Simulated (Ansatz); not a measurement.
Take VBiO4 (space group I4_1/a, No. 88; a = 5.1214 Å, c = 11.6213 Å) as the base.

Level of theory: r2SCAN (Ansatz, an electronic-structure program; PAW; 500 eV plane waves; without spin-orbit coupling).

For the base:

```
Item                              Value
-----------------------------  --------
Band gap                        2.46 eV
Volume per atom                12.70 Å³
Width of the top valence band   0.87 eV
Smallest direct gap             2.52 eV
```

Modification: a hydrostatic pressure of 2.1 GPa.

### Question
What does the calculation give for the band gap, volume per atom, width of the top valence band and smallest direct gap after the change?

### Answer
The band gap drops by 0.06 eV (2.46 eV → 2.40 eV); the volume per atom falls by 0.18 Å³ to 12.52 Å³; the width of the top valence band rises by 0.07 eV, from 0.87 eV to 0.94 eV; the smallest direct gap falls by 0.04 eV to 2.48 eV.

Spin-orbit coupling, missing from the scalar runs, can matter with Bi. Load acts through the strain it causes; cell and atoms are relaxed under it. Stability against distortions was not tested. Seeded moments were not kept for the base. The final runs are not spin-polarised.
